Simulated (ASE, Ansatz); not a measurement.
A thermal frame of composition Zr3Cu5, cell Zr18Cu30, first heated far above this temperature, then brought to it, at a temperature that wasn't checked against the liquidus, so perhaps supercooled [in the CHGNet run: it was liquid; mean temperature 1187 K (target 1120 K); density 7.15 g/cm³, volume +7 % from the start cell's; mean pressure 0.4 GPa against a target of 0], from MD with the machine-learned potential CHGNet 0.3.0 in ASE at 1120 K. These are PBE (plane waves, PAW; Ansatz, a quantum-chemistry and plane-wave program) values and carry that method's errors.

```json
{
 "plane_wave_cutoff": "420 eV",
 "k-points": "one point, (1/4, 1/4, 1/4)",
 "Fermi-Dirac width": "0.097 eV",
 "spin": "not polarised; no spin-orbit coupling"
}
```

A check of the k-sampling: on the last frame of the same run a denser mesh moved the PBE forces by 0.057 eV/Å rms, the static pressure by -0.08 GPa and the free energy by -2 meV/atom.

```yaml
crystal:
  lattice:
    - [9.37620, 0.00000, 0.00000]
    - [0.00000, 9.37620, 0.00000]
    - [0.00000, 0.00000, 9.37620]
  atoms:
    - { symbol: Cu, position: [0.19293, 0.86340, 0.72989] }
    - { symbol: Cu, position: [0.43670, 0.88171, 0.79719] }
    - { symbol: Cu, position: [0.98733, 0.47206, 0.06990] }
    - { symbol: Cu, position: [0.59572, 0.57574, 0.66547] }
    - { symbol: Cu, position: [0.36125, 0.64723, 0.79389] }
    - { symbol: Cu, position: [0.03755, 0.66793, 0.70697] }
    - { symbol: Cu, position: [0.39184, 0.49846, 0.24743] }
    - { symbol: Cu, position: [0.46654, 0.95508, 0.27214] }
    - { symbol: Cu, position: [0.20783, 0.32615, 0.14045] }
    - { symbol: Cu, position: [0.81431, 0.46215, 0.68885] }
    - { symbol: Cu, position: [0.00493, 0.88289, 0.55805] }
    - { symbol: Cu, position: [0.67648, 0.15563, 0.36568] }
    - { symbol: Cu, position: [0.51193, 0.17002, 0.59995] }
    - { symbol: Cu, position: [0.35425, 0.13790, 0.84326] }
    - { symbol: Cu, position: [0.86671, 0.88989, 0.03523] }
    - { symbol: Cu, position: [0.87806, 0.03971, 0.38062] }
    - { symbol: Cu, position: [0.77868, 0.66429, 0.17812] }
    - { symbol: Cu, position: [0.80623, 0.15422, 0.14698] }
    - { symbol: Cu, position: [0.35270, 0.95975, 0.04013] }
    - { symbol: Cu, position: [0.60437, 0.39709, 0.51166] }
    - { symbol: Cu, position: [0.33085, 0.35849, 0.65119] }
    - { symbol: Cu, position: [0.80797, 0.34215, 0.90875] }
    - { symbol: Cu, position: [0.35455, 0.49566, 0.99363] }
    - { symbol: Cu, position: [0.10864, 0.41870, 0.52698] }
    - { symbol: Cu, position: [0.18918, 0.07913, 0.24719] }
    - { symbol: Cu, position: [0.52571, 0.17766, 0.15186] }
    - { symbol: Cu, position: [0.32045, 0.75688, 0.24445] }
    - { symbol: Cu, position: [0.72706, 0.90602, 0.24122] }
    - { symbol: Cu, position: [0.88617, 0.87990, 0.76205] }
    - { symbol: Cu, position: [0.12742, 0.57389, 0.28417] }
    - { symbol: Zr, position: [0.12705, 0.11782, 0.55817] }
    - { symbol: Zr, position: [0.83217, 0.20068, 0.64384] }
    - { symbol: Zr, position: [0.54387, 0.32841, 0.83167] }
    - { symbol: Zr, position: [0.03247, 0.82698, 0.28304] }
    - { symbol: Zr, position: [0.27385, 0.62760, 0.54151] }
    - { symbol: Zr, position: [0.10383, 0.41139, 0.79862] }
    - { symbol: Zr, position: [0.80438, 0.62047, 0.90113] }
    - { symbol: Zr, position: [0.37034, 0.25853, 0.38018] }
    - { symbol: Zr, position: [0.71257, 0.92841, 0.56759] }
    - { symbol: Zr, position: [0.67359, 0.03611, 0.91224] }
    - { symbol: Zr, position: [0.57165, 0.67860, 0.38583] }
    - { symbol: Zr, position: [0.64063, 0.42724, 0.18031] }
    - { symbol: Zr, position: [0.86170, 0.58378, 0.44330] }
    - { symbol: Zr, position: [0.98837, 0.29001, 0.32013] }
    - { symbol: Zr, position: [0.04464, 0.11268, 0.96736] }
    - { symbol: Zr, position: [0.52303, 0.71691, 0.04126] }
    - { symbol: Zr, position: [0.36903, 0.95307, 0.52403] }
    - { symbol: Zr, position: [0.12656, 0.70627, 0.99777] }
```

Give the forces on atoms 5, 7, 8, 11, 14, 17, 19, 25, 30, 32, 37, 39, 42, 43, 46, 48 (eV/Å), the static pressure (no kinetic part).


```json
[
 {"atom": "Cu5", "Fx Fy Fz": "-0.132 -0.823 0.432"},
 {"atom": "Cu7", "Fx Fy Fz": "-0.904 0.886 0.007"},
 {"atom": "Cu8", "Fx Fy Fz": "0.893 0.546 -0.414"},
 {"atom": "Cu11", "Fx Fy Fz": "0.145 -1.038 -1.335"},
 {"atom": "Cu14", "Fx Fy Fz": "-0.974 -0.586 -0.450"},
 {"atom": "Cu17", "Fx Fy Fz": "1.034 0.330 -0.180"},
 {"atom": "Cu19", "Fx Fy Fz": "-0.535 0.186 0.031"},
 {"atom": "Cu25", "Fx Fy Fz": "0.181 -0.405 -0.060"},
 {"atom": "Cu30", "Fx Fy Fz": "0.209 -1.067 -0.028"},
 {"atom": "Zr32", "Fx Fy Fz": "0.173 -0.263 -0.210"},
 {"atom": "Zr37", "Fx Fy Fz": "0.017 1.229 -0.248"},
 {"atom": "Zr39", "Fx Fy Fz": "-1.777 -1.318 -0.305"},
 {"atom": "Zr42", "Fx Fy Fz": "1.435 -1.037 -0.369"},
 {"atom": "Zr43", "Fx Fy Fz": "0.511 0.216 0.354"},
 {"atom": "Zr46", "Fx Fy Fz": "0.061 0.673 -0.036"},
 {"atom": "Zr48", "Fx Fy Fz": "0.521 0.469 -0.496"}
]
```
* **static pressure (no kinetic part)**: 0.82 GPa
